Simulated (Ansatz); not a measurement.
Base system: CdS in the zinc blende structure (space group F-43m, No. 216).

```
CELL_PARAMETERS angstrom
      0.00000     2.96331     2.96331
      2.96331     0.00000     2.96331
      2.96331     2.96331     0.00000
ATOMIC_POSITIONS crystal
  S  0.75000 0.75000 0.75000
  Cd 0.00000 0.00000 0.00000
```

Level of theory: PBE (Ansatz, a quantum-chemistry and plane-wave program), no spin-orbit coupling.

Before the change:

| Item | Result |
|---|---|
| Valley order | Γ 1.04 eV; X along ⟨100⟩ 3.63 eV |
| Lattice parameter a | 5.927 Å |
| Electron mass | 0.12 mₑ (at Γ) |

It is then changed as follows: cell and atoms relaxed at a pressure of 75 GPa.

Task: How does this affect the valley order?

Result: The valley order (the lowest conduction-band minima on the path, energy above the VBM, named in the base's zone) goes from Γ 1.04 eV; X along ⟨100⟩ 3.63 eV to Γ 1.78 eV; X along ⟨100⟩ 2.55 eV; L along ⟨111⟩ 3.15 eV.

Task: Predict the new lattice parameter a.

Result: The lattice parameter a decreases by 0.868 Å to 5.059 Å.

Task: How does this affect the electron mass?

Result: The electron mass becomes 0.18 mₑ (at Γ) (base: 0.12 mₑ (at Γ)).

The levels and masses belong to the bands next to the band gap. Load acts through the strain it causes; cell and atoms are relaxed under it. Effective masses come from finite differences of ±0.01 Å⁻¹. No phonon test of stability was made. Tetrahedral semiconductors of this kind turn to denser phases somewhere between about 1 and 50 GPa; those were not computed, so compressed cells here can lie past the real transition.
